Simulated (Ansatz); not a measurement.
**Enthalpy of formation of TiAl (model structure, started from the CuPt type, R-3m, No. 166, 2 atoms in the cell) at several levels of theory**

No measured value is used here.

```tsv
level (code)	value (eV/atom)
PBE (Ansatz)	-0.188
PBEsol (Ansatz)	-0.187
PBE-D3(BJ) (Ansatz)	-0.183
r²SCAN (Ansatz)	[?]
```

**Question.** What belongs in the gaps?

**Answer.** 
- r²SCAN (Ansatz, a quantum-chemistry and plane-wave program), value (eV/atom): -0.201

Each level is taken at its own relaxed cell. Ansatz's density-functional and Hartree–Fock values are scalar-relativistic unless marked +SOC, with PAW data made under PBE.

A model structure was made by putting elements into a prototype or built by hand; it is no filed structure, need not be a known phase, and can be a saddle point held by its symmetry.
